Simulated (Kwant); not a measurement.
Model system: quantum point contact (saddle potential) in a Si two-dimensional gas. Effective mass 0.19 mₑ, grid spacing 3.3 nm, hard walls, nominal width 100 nm (31 grid rows, so walls 105.6 nm apart), one parabolic valley, scattering region 300 nm long along x; energies count from the band bottom; Fermi energy 0.01 eV. Potential (V0 + ½k y²) cos²(πx/L) for |x| < L/2, with V0 swept from 0.0089775 to 0 eV, k = 2.6e-05 eV/nm², L = 140 nm.

Constants are typed, rounded textbook-type inputs, not results; the design itself was drawn at random and stands for no fabricated device.

Computed with Kwant: effective-mass tight-binding model on a square grid, one spin, coherent transport at 0 K. Conductance is in e²/h.

Density of the scattering states that come in from the left lead, at gate = 0.0067657 eV, in bins, relative to the largest site value (x marks bins outside the device):

```
|35413353333444200000000000000000000000000000|
|49636586565678620000000000000000000000000000|
|26335253443446741000000000000000000000000000|
|37333364424643652000000000000000000000000000|
|58544676535674563100000000000000000000000000|
|35443545345275565310000000000000000000000000|
|44443345235354556531000000000000000000000000|
|56542476335654645752100000000000000000000000|
|64552564343654734763211000000000000000000000|
|51541443342344533553222111111000000000000000|
|63731556235464454322233221111100000000000000|
|62741555235454444332232221111100000000000000|
|51541443342344533553222111111000000000000000|
|64552564343654734763211000000000000000000000|
|56542476335654645752100000000000000000000000|
|44443345235354556531000000000000000000000000|
|35443545345275565310000000000000000000000000|
|58544676535674563100000000000000000000000000|
|37333364424643652000000000000000000000000000|
|26335253443446741000000000000000000000000000|
|49636586565678620000000000000000000000000000|
|35413353333444200000000000000000000000000000|
```
Scale: ten equal steps from 0.000 (start of '0') to 0.887 (end of '9'), in the order '0123456789'; x runs from -145 to 145, y from -47.2 (bottom) to 47.2 (top).

The conductance there is 1.00 e²/h with 7 open channel(s) in the leads.
